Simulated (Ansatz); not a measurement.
An Ansatz (a quantum-chemistry and plane-wave program) run: Cu3Pt; PBEsol in Ansatz (plane waves to 420 eV, PAW, no spin-orbit coupling).

Input:

Ansatz 0.2 input:
```yaml
crystal:
  lattice:
    - [3.6670597024, 0, 0]
    - [0, 3.6670597024, 0]
    - [0, 0, 3.6670597024]
  atoms:
    - { symbol: Cu, position: [0, 0.5, 0.5] }
    - { symbol: Cu, position: [0.5, 0, 0.5] }
    - { symbol: Cu, position: [0.5, 0.5, 0] }
    - { symbol: Pt, position: [0, 0, 0] }
basis: { ecutwfc: 420, ecutrho_ratio: 4, xc_grid: 2, fft_grid_basis: typed }
kpoints: { mp_grid: { grid: [13, 13, 13] } }
hamiltonian:
  xc: pbesol
  dispersion: none
  pseudopotentials: { kind: paw }
scf: { occupations: { method: fermi_dirac, width: 0.05 }, convergence: { dr2_threshold: 0.0000000004 } }
output: { forces: true, stress: true }
```

Output:

```
WARN ansatz: RAYON_NUM_THREADS=2 ignored (pool sized by the plan → 2); use --threads N
Pseudopotentials: kind: paw
Pseudopotential: Cu, paw, valence charge 19
Pseudopotential: Pt, paw, valence charge 18
Functional definition: PBEsol
Crystal: 4 atoms, lattice volume = 49.312 Å³
Basis set: ecut = 420 eV, 949 PW (Γ), exchange–correlation on 50×50×50 points (8 copies of the dense FFT grid, shifted against one another)
Bands: 43, of which v1, the nominal top of the filled ones, is band 38 counted from 1 (37 counted from 0)
Symmetry: 48 space group operations
Space group: Pm-3m (ITA 221), of the structure as read, at distance tolerance 3.7e-5 Å
k-points: 84 of 2197
PAW frozen core: Cu, regenerated for the run's functional, and the local potential with it
PAW frozen core: Pt, regenerated for the run's functional, and the local potential with it
Initial density: superposition of atomic densities (neutral atoms: chi_scale 0, normalization atom), corrected by the library's trained network
Initial wavefunctions: pseudopotential atomic-orbital guess
Eigensolver: davidson
Functional: x = pbesol(κ = 0.804, μ = 0.12345679012345678), c = pbesol(β = 0.046)
SCF iter   1: F=—  HF=-32150.681226 eV  |F-HF|=—  |Δ(HF+E_count)|=         —  Δρ=2.00e-2  dr2=1.07e-1  ethr=1.77e-3  ⟨swp⟩=6.0  Hψ=11351  notcnv=0
all-band conjugate gradients solve this SCF's bands
preconditioner: auto → Kerker (q_TF=auto, 2.926 Å⁻¹)
SCF iter   2: F=—  HF=-32150.661422 eV  |F-HF|=—  |Δ(HF+E_count)|=   1.98e-2  Δρ=2.76e-3  dr2=2.61e-3  ethr=1.43e-4  ⟨swp⟩=2.0  Hψ=6165  notcnv=0  defer=75
SCF iter   3: F=—  HF=-32150.660274 eV  |F-HF|=—  |Δ(HF+E_count)|=   1.15e-3  Δρ=2.38e-3  dr2=1.91e-3  ethr=3.49e-6  ⟨swp⟩=2.6  Hψ=6117  notcnv=0  defer=75
SCF iter   4: F=—  HF=-32150.659630 eV  |F-HF|=—  |Δ(HF+E_count)|=   6.44e-4  Δρ=2.66e-4  dr2=2.08e-5  ethr=2.55e-6  ⟨swp⟩=2.0  Hψ=4560  notcnv=0  defer=75
SCF iter   5: F=—  HF=-32150.659664 eV  |F-HF|=—  |Δ(HF+E_count)|=   3.42e-5  Δρ=1.06e-4  dr2=3.34e-6  ethr=2.77e-8  ⟨swp⟩=2.0  Hψ=6689  notcnv=0  defer=75
SCF iter   6: F=—  HF=-32150.659668 eV  |F-HF|=—  |Δ(HF+E_count)|=   3.90e-6  Δρ=2.57e-5  dr2=3.19e-7  ethr=4.45e-9  ⟨swp⟩=1.0  Hψ=3537  notcnv=0  defer=75
SCF iter   7: F=—  HF=-32150.659668 eV  |F-HF|=—  |Δ(HF+E_count)|=   4.35e-8  Δρ=6.53e-6  dr2=2.25e-8  ethr=4.25e-10  ⟨swp⟩=2.8  Hψ=6730  notcnv=0  defer=75
SCF iter   8: F=—  HF=-32150.659668 eV  |F-HF|=—  |Δ(HF+E_count)|=   4.20e-9  Δρ=1.21e-6  dr2=1.02e-9  ethr=3.00e-11  ⟨swp⟩=1.2  Hψ=3568  notcnv=0  defer=75
SCF iter   9: F=-32150.659668 eV  HF=-32150.659668 eV  |F-HF|=7.28e-11  |Δ(HF+E_count)|=  2.55e-10  Δρ=3.78e-7  dr2=1.09e-10  ethr=1.00e-12  ⟨swp⟩=4.0  Hψ=12931  notcnv=0
SCF 1 converged in 9 iterations: F = -32150.659668 eV  dr2 = 1.09e-10
SCF converged after 9 iterations
Free energy (F): -32150.659668 eV
Harris-Foulkes:  -32150.659668 eV  (|F-HF|=7.28e-11)
Internal energy: -32150.641776 eV  (E = F + TS)
E sigma→0 (E₀):  -32150.650722 eV
Entropy (-TS):   -0.017892 eV (-4.473 meV/atom)
Fermi energy:    18.771085 eV
--- Per-component energies (eV) ---
  E_band       = -1143.807916
  E_kinetic    = 1540.830628
  E_local      = -13597.137449  (includes V_loc(G=0)·N_el)
  E_nonlocal   = 1380.017908
  E_hartree    = 5912.389436
  E_xc         = -528.600358
  E_vxc        = -650.143787  (∫ρ·V_xc dr)
  E_paw        = -14196.925448  (= ΣΔE_a)
  E_vpaw       = -1642.154452  (= ΣTr[D̂ρ^β])
  E_aug_tail   = 0.000949  (compensation charges beyond the density's cutoff)
  E_ewald      = -12662.123030
  E_core_change = 0.905588  (= ΣΔE_core)
  E_smearing   = -0.017892  (= −TS)
  E_closure    = 0.000000  (closes the sum)
  Σ components = -32150.659668   (vs F -32150.659668, Δ=0.00e0)
  [band-id]    e_kinetic+e_local+e_nonlocal+2·e_hartree+e_vxc+e_vpaw+e_augmentation_tail = -1143.807331   (vs E_band -1143.807916, Δ=5.85e-4)
--- Forces (eV/Å), atoms counted from 1 ---
  atom   1  Cu     0.00000000     0.00000000     0.00000000
  atom   2  Cu     0.00000000    -0.00000000     0.00000000
  atom   3  Cu     0.00000000     0.00000000    -0.00000000
  atom   4  Pt    -0.00000000     0.00000000    -0.00000000
  max |Σ_I F_I| component: 3.96e-28 eV/Å
--- Stress (GPa, compression-positive) ---
        0.000536       0.000000       0.000000
       -0.000000       0.000536       0.000000
        0.000000       0.000000       0.000536
  P = ⅓ Tr σ = 0.0005 GPa (0.005 kbar)
  The stress holds the Pulay correction. Without it, at fixed plane waves, as pw.x and ABINIT print it: P = -0.1030 GPa
  The stress includes an estimate of the error left by incomplete SCF convergence (largest component -0.0003 GPa).
--- Band table ---
  band table: none
```

Whether these cells are dynamically stable was not tested. All final runs are without spin polarisation. The cell is Cu3Pt in the Cu3Au type structure (space group Pm-3m, No. 221).
